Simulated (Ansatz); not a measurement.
## Bulk modulus of Au (Cmcm, No. 63; start mp-1008634; another form than the element's usual one) at several levels of theory

No measured value is used here.

```json
[
 {"level (code)": "LDA (Ansatz)", "value (GPa)": "(withheld)", "cell (Å³/atom)": "16.59"},
 {"level (code)": "PBEsol (Ansatz)", "value (GPa)": "171", "cell (Å³/atom)": "17.03"},
 {"level (code)": "r²SCAN (Ansatz)", "value (GPa)": "150", "cell (Å³/atom)": "17.59"}
]
```

Complete the blanks.


- LDA (Ansatz, a first-principles code), value (GPa): 191

Density-functional levels without +SOC have no spin–orbit coupling. LDA, PBEsol, r²SCAN: the bulk modulus is −V dP/dV from two relaxed cells at ±2 % in volume. LDA, PBEsol, r²SCAN: the relaxation could not lower the start's symmetry, so the cell can be a saddle point above a distorted one. Each level is taken at its own relaxed cell. Cutoffs differ between the levels. Ansatz's density-functional and Hartree–Fock values are scalar-relativistic unless marked +SOC, with PAW data made under PBE.

A start named mp-… is a Materials Project structure, which can be a computed phase never made.
